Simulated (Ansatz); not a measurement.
Consider the following.

End structure of the (211) surface of tetragonal MoSi2 in its 1x1 cell (cut with top plane Si, bottom plane Si), outermost plane spacing 0.47 Å in the ideal cut:

```yaml
crystal:
  lattice:
    - [4.54631, 0.00000, 0.00000]
    - [1.13169, 6.33141, 0.00000]
    - [0.00000, 0.00000, 27.00000]
  atoms:
    - { symbol: Si, position: [0.88578, 0.41285, 0.30332] }
    - { symbol: Mo, position: [0.33994, 0.58051, 0.32126] }
    - { symbol: Si, position: [0.80280, 0.78171, 0.33561] }
    - { symbol: Si, position: [0.24973, 0.96118, 0.35218] }
    - { symbol: Mo, position: [0.70996, 0.16253, 0.36989] }
    - { symbol: Si, position: [0.16394, 0.35276, 0.38458] }
    - { symbol: Si, position: [0.60989, 0.55055, 0.40390] }
    - { symbol: Mo, position: [0.06226, 0.74298, 0.42292] }
    - { symbol: Si, position: [0.51606, 0.93658, 0.43912] }
    - { symbol: Si, position: [0.96449, 0.12904, 0.45534] }
    - { symbol: Mo, position: [0.41982, 0.32160, 0.47342] }
    - { symbol: Si, position: [0.87204, 0.51567, 0.49129] }
    - { symbol: Si, position: [0.32075, 0.70981, 0.50871] }
    - { symbol: Mo, position: [0.77298, 0.90388, 0.52658] }
    - { symbol: Si, position: [0.22831, 0.09645, 0.54466] }
    - { symbol: Si, position: [0.67673, 0.28890, 0.56088] }
    - { symbol: Mo, position: [0.13053, 0.48250, 0.57708] }
    - { symbol: Si, position: [0.58291, 0.67493, 0.59610] }
    - { symbol: Si, position: [0.02886, 0.87273, 0.61542] }
    - { symbol: Mo, position: [0.48284, 0.06296, 0.63011] }
    - { symbol: Si, position: [0.94307, 0.26430, 0.64782] }
    - { symbol: Si, position: [0.38999, 0.44377, 0.66439] }
    - { symbol: Mo, position: [0.85285, 0.64497, 0.67874] }
    - { symbol: Si, position: [0.30702, 0.81263, 0.69668] }
```

Slab: 24 atoms, Mo8Si16, 10.9 Å thick at the start; k 9x6x1, smearing 0.1 eV, dipole-corrected; all atoms relaxed; start symmetry kept, larger cells not searched; no spin, no spin-orbit, no U.

Q: Predict the work function of the top face from PBE (Ansatz, a program for electronic structure).

A: 4.47 eV

Q: Give the surface energy (mean of both faces) at the level PBE.

A: 2.27 J/m²
